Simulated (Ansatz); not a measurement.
System: cubic perovskite CsPbCl3 (cubic high-temperature phase). Method: r²SCAN+rVV10 (Ansatz, a first-principles code, plane waves, PAW).

Settings: plane-wave cutoff 560 eV, 6×6×6 k mesh, Fermi–Dirac smearing 0.01 eV, scalar-relativistic PAW data made under PBE.

Computed at the level's own relaxed cell.

Question: Estimate the Γ–Γ gap, equilibrium volume per atom, lattice constant a, band gap and pressure derivative B′ of the bulk modulus that the calculation returns.

Answer: 
Γ–Γ gap: 6.39 eV
equilibrium volume per atom: 35.64 Å³/atom
lattice constant a: 5.627 Å
band gap: 2.31 eV
pressure derivative B′ of the bulk modulus: 4.7

Note: the relaxation could not lower the start's symmetry, so the cell can be a saddle point above a distorted one.

Spin–orbit coupling is not included; with these elements it can move the gap by several tenths of an eV or more.

The computed numbers hold no vibrational or temperature effects.

It cost about 2.0 core-minutes (a rough figure) of CPU time.
